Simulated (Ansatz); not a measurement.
**AlN, response to strain**

Consider AlN in the zinc blende structure (space group F-43m, No. 216; a = 4.370 Å). Axes: x, y, z lie along the cube axes.

Strains are applied to the cell and any free atomic positions relax.

Level of theory: r2SCAN (Ansatz, a program for electronic structure, PAW, spin-orbit coupling left out).

Candidates:
(a) tensor shear ε_xy = +1.71 %
(b) tensor shear ε_xy = +0.57 %
(c) tensor shear ε_xy = +2.00 %

For the base:

| Item | Value |
|---|---|
| Band gap | 3.94 eV |

Problem. Order them by band gap, lowest first.

Solution. (c) tensor shear ε_xy = +2.00 % (3.72 eV), (a) tensor shear ε_xy = +1.71 % (3.76 eV), (b) tensor shear ε_xy = +0.57 % (3.89 eV)

Stability against distortions was not tested. This is not the structure that AlN has at room temperature and ambient pressure.
